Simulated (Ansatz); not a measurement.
SiO2 (I-42d, No. 122, 6 atoms in the cell; start mp-546794; a measured phase of this formula has another space group), treated with LDA (PAW; Ansatz, a first-principles code).

Run with plane-wave cutoff 520 eV, 10×10×10 k mesh, Fermi–Dirac smearing 0.01 eV, scalar-relativistic PAW data made under PBE.

Computed at the level's own relaxed cell.

```yaml
crystal:
  lattice:
    - [-2.46382, 2.46382, 3.64192]
    - [2.46382, -2.46382, 3.64192]
    - [2.46382, 2.46382, -3.64192]
  atoms:
    - { symbol: Si, position: [0.00000, 0.00000, 0.00000] }
    - { symbol: Si, position: [0.75000, 0.25000, 0.50000] }
    - { symbol: O, position: [0.37500, 0.22406, 0.34906] }
    - { symbol: O, position: [0.77594, 0.12500, 0.15094] }
    - { symbol: O, position: [0.87500, 0.02594, 0.65094] }
    - { symbol: O, position: [0.97406, 0.62500, 0.84906] }
```

**Question.** List the 20 lowest band energies at Γ above −25 eV (eV, relative to the valence band maximum), grouping those that round alike.

**Answer.** At Γ: -19.00, -16.82 (×2), -16.75, -9.25, -5.57 (×2), -5.29, -2.59, -2.14, -1.62 (×2), -1.56, -0.71, 0.00 (×2), 5.76, 8.63, 10.59 (×2).

A start named mp-… is a Materials Project structure, which need not be a measured phase.
